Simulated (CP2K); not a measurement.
Worked example: self-consistent single point of Bi₂Pt (Pa-3, 12 atoms in the cell) in CP2K

Computed with PBEsol, GPW, DZVP-MOLOPT-PBE-GTH basis, GTH-PBE potentials (POTENTIAL_UZH) in CP2K 2026.2.

The input file:

```
&GLOBAL
  PROJECT bi2pt
  RUN_TYPE ENERGY_FORCE
  PRINT_LEVEL LOW
&END GLOBAL
&FORCE_EVAL
  METHOD Quickstep
  STRESS_TENSOR ANALYTICAL
  &DFT
    BASIS_SET_FILE_NAME BASIS_MOLOPT_UZH
    POTENTIAL_FILE_NAME POTENTIAL_UZH
    &QS
      METHOD GPW
      EPS_DEFAULT 1E-11
    &END QS
    &MGRID
      CUTOFF 500
      REL_CUTOFF 50
      NGRIDS 5
    &END MGRID
    &SCF
      SCF_GUESS ATOMIC
      EPS_SCF 1E-7
      MAX_SCF 100
      ADDED_MOS 18
      &DIAGONALIZATION
        ALGORITHM STANDARD
      &END DIAGONALIZATION
      &MIXING
        METHOD BROYDEN_MIXING
        ALPHA 0.2
        NBUFFER 10
        BETA 1
      &END MIXING
      &SMEAR ON
        METHOD GAUSSIAN
        SIGMA [eV] 0.05
      &END SMEAR
    &END SCF
    &KPOINTS
      SCHEME MONKHORST-PACK 3 3 3
    &END KPOINTS
    &XC
      &XC_FUNCTIONAL
        &PBE
          PARAMETRIZATION PBESOL
        &END PBE
      &END XC_FUNCTIONAL
    &END XC
    &PRINT
      &MO
        EIGENVALUES T
        OCCUPATION_NUMBERS T
        NDIGITS 8
        FILENAME mo
        &EACH
          QS_SCF 0
        &END EACH
        ADD_LAST NUMERIC
      &END MO
      &MULLIKEN OFF
      &END MULLIKEN
    &END PRINT
  &END DFT
  &SUBSYS
    &CELL
      A 6.70829400 0.00000000 0.00000000
      B 0.00000000 6.70829400 0.00000000
      C 0.00000000 0.00000000 6.70829400
      PERIODIC XYZ
    &END CELL
    &COORD
      Bi       2.48730125     2.48730125     2.48730125
      Bi       4.22099275     4.22099275     4.22099275
      Bi       0.86684575     4.22099275     5.84144825
      Bi       5.84144825     2.48730125     0.86684575
      Bi       5.84144825     0.86684575     4.22099275
      Bi       0.86684575     5.84144825     2.48730125
      Bi       4.22099275     5.84144825     0.86684575
      Bi       2.48730125     0.86684575     5.84144825
      Pt       0.00000000     0.00000000     0.00000000
      Pt       3.35414700     0.00000000     3.35414700
      Pt       3.35414700     3.35414700     0.00000000
      Pt       0.00000000     3.35414700     3.35414700
    &END COORD
    &KIND Bi
      BASIS_SET DZVP-MOLOPT-PBE-GTH-q5
      POTENTIAL GTH-PBE-q5
    &END KIND
    &KIND Pt
      BASIS_SET DZVP-MOLOPT-PBE-GTH-q18
      POTENTIAL GTH-PBE-q18
    &END KIND
  &END SUBSYS
  &PRINT
    &FORCES ON
    &END FORCES
    &STRESS_TENSOR ON
    &END STRESS_TENSOR
  &END PRINT
&END FORCE_EVAL
```

Output (repeated stretches shortened):

```
 GLOBAL| Method name                                                        CP2K
 GLOBAL| Project name                                                      bi2pt
 GLOBAL| Run type                                                   ENERGY_FORCE

 TOTAL NUMBERS AND MAXIMUM NUMBERS

  Total number of            - Atomic kinds:                                   2
                             - Atoms:                                         12
                             - Shell sets:                                    12
                             - Shells:                                        72
                             - Primitive Cartesian functions:                 64
                             - Cartesian basis functions:                    236
                             - Spherical basis functions:                    208

  Maximum angular momentum of- Orbital basis functions:                        3
                             - Local part of the GTH pseudopotential:          2
                             - Non-local part of the GTH pseudopotential:      5

 SCF PARAMETERS         Density guess:                                    ATOMIC
                        max_scf:                                             100
                        max_diis:                                              4
                        eps_scf:                                        1.00E-07
                        eps_diis:                                       1.00E-01
                        eps_eigval:                                     1.00E-05
                        level_shift [a.u.]:                             0.000000
                        added MOs                                        18    0
                        Mixing method:                            BROYDEN_MIXING
                                                charge density mixing in g-space
                        Smear method:                                   GAUSSIAN
                        Smearing width (sigma) [a.u.]:                  1.84E-03
                        Accuracy threshold:                             1.00E-10
                        No outer SCF

 Extrapolation method: initial_guess

 Number of electrons:                                                        112
 Number of occupied orbitals:                                                 56
 Number of molecular orbitals:                                                74

 Number of orbital functions:                                                208
 Number of independent orbital functions:                                    208

 SCF WAVEFUNCTION OPTIMIZATION

  Step     Update method      Time    Convergence         Total energy    Change
     1 NoMix/Diag. 0.20E+00      -     0.35655007      -526.1599071595 -5.26E+02
     2 Broy./Diag. 0.20E+00      -     0.07100529      -530.7106726522 -4.55E+00
     3 Broy./Diag. 0.20E+00      -     0.04104118      -527.1274596425  3.58E+00
     4 Broy./Diag. 0.20E+00      -     0.10651330      -524.2147840111  2.91E+00
     5 Broy./Diag. 0.20E+00      -     0.01428911      -523.3076245707  9.07E-01
     6 Broy./Diag. 0.20E+00      -     0.00295900      -524.2009923810 -8.93E-01
     7 Broy./Diag. 0.20E+00      -     0.00317733      -524.3083930601 -1.07E-01
   [... 5 lines left out ...]
    13 Broy./Diag. 0.20E+00      -     0.00000100      -524.2364949202 -2.20E-04
    14 Broy./Diag. 0.20E+00      -     0.00000121      -524.2365216497 -2.67E-05
    15 Broy./Diag. 0.20E+00      -     0.00000012      -524.2365221000 -4.50E-07
    16 Broy./Diag. 0.20E+00      -     0.00000041      -524.2365262869 -4.19E-06
    17 Broy./Diag. 0.20E+00      -     0.00000001      -524.2365269982 -7.11E-07

  *** SCF run converged in    17 steps ***

  Electronic density on regular grids:       -112.0000000004       -0.0000000004
  Core density on regular grids:              111.9999999979       -0.0000000021
  Total charge density on r-space grids:       -0.0000000025
  Total charge density g-space grids:          -0.0000000025

  Overlap energy of the core charge distribution:               0.00000001897371
  Self energy of the core charge distribution:               -822.22743137056943
  Core Hamiltonian energy:                                    180.95498010311081
  Hartree energy:                                             174.48594714405598
  Exchange-correlation energy:                                -57.44984581826354
  Smearing free energy correction:                             -0.00017707554801
  Fermi energy:                                                 0.28771046538710

  Total energy:                                              -524.23652699824038
  Total energy (extrapolated to sigma->0):                   -524.23643846046639

 ENERGY| Total FORCE_EVAL ( QS ) energy [hartree]           -524.236527358979743

 FORCES| Atomic forces [hartree/bohr]
 FORCES|   Atom     x               y               z               |f|
 FORCES|      1  1.98871201E-04  1.98871452E-04  1.98870333E-04   3.44454669E-04
 FORCES|      2 -1.98871343E-04 -1.98872573E-04 -1.98871329E-04   3.44455972E-04
 FORCES|      3 -1.98870196E-04 -1.98871895E-04  1.98869706E-04   3.44453982E-04
 FORCES|      4  1.98871585E-04  1.98873341E-04 -1.98872149E-04   3.44457029E-04
 FORCES|      5  1.98871497E-04 -1.98870036E-04 -1.98869978E-04   3.44453816E-04
 FORCES|      6 -1.98872501E-04  1.98871233E-04  1.98869947E-04   3.44455069E-04
 FORCES|      7 -1.98871588E-04  1.98871194E-04 -1.98868361E-04   3.44453604E-04
 FORCES|      8  1.98872987E-04 -1.98872465E-04  1.98869115E-04   3.44455581E-04
 FORCES|      9 -1.07148558E-09  9.47571721E-10  1.73938539E-09   2.25198469E-09
 FORCES|     10 -2.69730208E-09  4.01930707E-10 -2.83651624E-09   3.93482035E-09
 FORCES|     11 -2.11201421E-09 -3.98433134E-09 -3.43180652E-09   5.66681535E-09
 FORCES|     12 -2.79800259E-09 -4.65568874E-09  2.27839932E-10   5.43655840E-09
 FORCES| Sum    -7.03696690E-09 -7.03755562E-09 -7.01768336E-09
 FORCES| Total atomic force                                       1.21776012E-08

 STRESS| Analytical stress tensor [bar]
 STRESS|                        x                   y                   z
 STRESS|      x        5.06206881443E+04  -4.87972797562E-03  -1.33087595419E-03
 STRESS|      y       -4.87972797562E-03   5.06206864741E+04  -1.72588057958E-03
 STRESS|      z       -1.33087595419E-03  -1.72588057958E-03   5.06206886895E+04
 STRESS| 1/3 Trace                                             5.06206877693E+04
```

The run converged in 17 iterations.

The starting cell comes from a database of computed structures (which also holds hypothetical and non-ambient phases and stackings), without a prior relaxation at this level. Its lattice was rescaled by a random factor within 2.5 % of one. Spin polarisation is off. Values carry the incompleteness of an atom-centred basis. The potentials were made for another functional than the one used. With a pressure of about 5 GPa the cell is away from its equilibrium volume at this level.

Cost on one core of a shared machine: roughly 2 min.
